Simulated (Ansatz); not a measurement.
The starting structures come from a database of crystals and need not be the phases stable at ambient conditions.

By PBEsol, the system below comes out a metal.

Without scattering a metal conducts by its projected Fermi surface.

Given:

```xyz
4
Lattice="4.2629 0.0000 0.0000 -2.1314 3.6918 0.0000 0.0000 0.0000 5.6618" Properties=species:S:1:pos:R:3 pbc="T T T"
Te     2.1314     1.2306     4.2463
Te     0.0000     2.4612     1.4154
Pt     0.0000     0.0000     2.8309
Pt     0.0000     0.0000     0.0000
```

Space group of this cell: P6_3/mmc, NiAs type. The cell is taken as given; by PBEsol its mean pressure is -5.0 GPa.

The current flows along the normal of the first two printed cell vectors, the (001) plane of the conventional cell. No spin-orbit coupling; the value is a mean over 0.1 eV about the Fermi level.

Task: Estimate the ballistic conductance per area that PBEsol (Ansatz, an electronic-structure program) returns for this system.

Result: 1.2 × 10¹⁵ S/m² for both spins.
